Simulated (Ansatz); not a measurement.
**Ag: response to strain**

Base system: Ag in the fcc (Cu type) structure (space group Fm-3m, No. 225; relaxed with 0.1 eV smearing).

```
CELL_PARAMETERS angstrom
      0.00000     2.07447     2.07447
      2.07447     0.00000     2.07447
      2.07447     2.07447     0.00000
ATOMIC_POSITIONS crystal
  Ag 0.00000 0.00000 0.00000
```

Strains are applied to the cell and any free atomic positions relax.

Level of theory: plane-wave PAW DFT at the PBE level (Ansatz, an electronic-structure program, 420 eV), no SOC, earlier PAW set.

Notes on the quantities. energy relative to the base: free energy F.

| isotropic strain (%) | energy relative to the base (meV/atom) |
|---|---|
| -0.58 | 1.6 |
| 0 | 0.0 |
| 0.23 | 0.2 |
| 2.32 | ? |
| 2.64 | 28.0 |

Problem. Fit ΔE = Aε² + Bε³ (ε in %) to the rows shown and predict the withheld row.

Solution. Least squares on the printed values gives A = 4.61 and B = -0.22 meV/atom (largest residual 0.0 meV/atom); this predicts 22.0 meV/atom, and the run gives 22.0 meV/atom, in agreement.

Whether these cells are dynamically stable was not tested.
